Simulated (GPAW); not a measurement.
**Equation of state of wurtzite SiC (space group 186): energy against volume (GPAW, PBEsol)**

```
SiC
1.0
    2.99057     0.00000     0.00000
   -1.49529     2.58991     0.00000
    0.00000     0.00000     4.90337
Si C
2 2
Cartesian
  0.00000   1.72661   0.00000
  1.49529   0.86330   2.45169
  0.00000   1.72661   1.83877
  1.49529   0.86330   4.29045
```

Level of theory: PBEsol, GPAW PAW datasets PBEsol (made by gpaw-setup) (plane waves; GPAW). Settings: mode = pw; ecut = 1040 eV; xc = PBEsol; kpts = 12 12 7; mesh shift (steps) = 0 0 0; occupations.name = fermi-dirac; occupations.width = 0.01 eV; nbands = -4; convergence.bands = -2; symmetry.symmorphic = false; symmetry.tolerance = 0.0005; maxiter = 150. The cell above is the first row's. The rows scale it uniformly. In all rows fractional positions and the k mesh are held. E is the free energy at the stated smearing, counted from the lowest row.

```
V (Å^3/atom)  E (meV/atom)
------------  ------------
9.495                63.71
9.701                36.60
9.907                17.42
10.114                5.45
10.320                0.00
10.527                0.47
10.733                6.31
10.939               17.03
11.146                   ?
```

The 8 complete rows are fitted with the third-order Birch-Murnaghan form, a cubic in V^(-2/3), E against V. With u = V^(-2/3) - 0.213, the rows have u = 0.010016, 0.006848, 0.003790, 0.000821, -0.002033, -0.004808, -0.007481, -0.010069. Least squares gives E = 3.245 + 2349.36·u + 368649·u² - 54470·u³. Residuals (row less fit): 0.006, -0.004, -0.021, 0.028, 0.007, -0.007, -0.014, 0.010; standard error 0.020 (degrees of freedom: 4). Its minimum lies at u = -0.003184, so V0 = (0.209816)^(-3/2) = 10.41. There d²E/du² = 738300 and d³E/du³ = -326800, so B0 = (4/9) × 10.41^(-7/3) × 738300 × 0.160218 = 222 GPa (the last factor turns the table's units into GPa), and B0' = 4 + (2/3) × 0.209816 × (-326800)/738300 = 3.9. The program's pressures in the fitted runs (not shown) pass through zero at V = 10.40, 0.05 % from this V0.

Problem. Estimate the missing E (V = 11.146); what did the run itself give?

Solution. u = -0.012589, so E = 3.245 + 2349.36 × (-0.012589) + 368649 × (-0.012589)² - 54470 × (-0.012589)³ = 32.202 meV/atom. The calculation gives 32.15 meV/atom, 0.052 meV/atom below the prediction (0.1 % of the range of E in the table). The row lies outside the fitted rows, so this is an extrapolation. From the scatter of the fitted rows alone, a prediction at this place has a standard error of 0.049 meV/atom, so the miss is 1.1 times that.

Carrying the step between the two nearest rows on in a straight line would have given 27.80, off by 4.35; series whose last step already gives the withheld value aren't shown. The scan was laid around a cell of about the measured size, scaled by a guess for this functional; axis ratios and inner coordinates come from that cell. This is the 2H polytype. The runs keep the symmetry of the cell, so they don't test it for distortions. The shape of the cell and the inner coordinates aren't relaxed, so V0 and B0 belong to this uniform scaling; a relaxed crystal lies no higher in energy and is usually softer (forces reach 0.08 eV/Å in these rows). Cutoffs and mesh are single choices, not tested for convergence of this quantity. Series with a scatter that would blur these digits, or in which a gap closes, are not shown. Nor are scans whose minimum lies at an end fitted in this form.
